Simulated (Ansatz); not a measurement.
## A computed series for hypothetical Fddd MoSi2: pressure series

The reference is MoSi₂ (space group Fddd, No. 70; a = 4.6074 Å, b = 8.0567 Å, c = 8.7621 Å; a hypothetical phase, not in the database extracts checked).

Cell and atoms are relaxed at each pressure.

Calculations: plane-wave PAW DFT at the PBE level (Ansatz, an electronic-structure program, 420 eV), spin-orbit coupling left out.

```json
[
 {"pressure (GPa)": "-2", "volume per atom (Å³/atom)": "13.694"},
 {"pressure (GPa)": "-1", "volume per atom (Å³/atom)": "13.622"},
 {"pressure (GPa)": "0", "volume per atom (Å³/atom)": "13.552"},
 {"pressure (GPa)": "0.7", "volume per atom (Å³/atom)": "13.505"},
 {"pressure (GPa)": "1.5", "volume per atom (Å³/atom)": "13.452"},
 {"pressure (GPa)": "3", "volume per atom (Å³/atom)": "?"},
 {"pressure (GPa)": "5", "volume per atom (Å³/atom)": "13.233"},
 {"pressure (GPa)": "7.5", "volume per atom (Å³/atom)": "13.089"},
 {"pressure (GPa)": "10", "volume per atom (Å³/atom)": "12.953"}
]
```

Fit the third-order Birch–Murnaghan form P(V) = (3B₀/2)[(V₀/V)^(7/3) − (V₀/V)^(5/3)]·[1 + (3/4)(B₀′ − 4)((V₀/V)^(2/3) − 1)] (squares taken in P) to the rows shown and predict the withheld row.

Least squares on the printed values gives V₀ = 13.552 Å³/atom, B₀ = 198 GPa, B₀′ = 4.9; this predicts 13.356 Å³/atom, and the run gives 13.355 Å³/atom, in agreement.

Load acts through the strain it causes; cell and atoms are relaxed under it. No phonon test of stability was made. Competing high-pressure phases were not computed. All final runs are without spin polarisation.
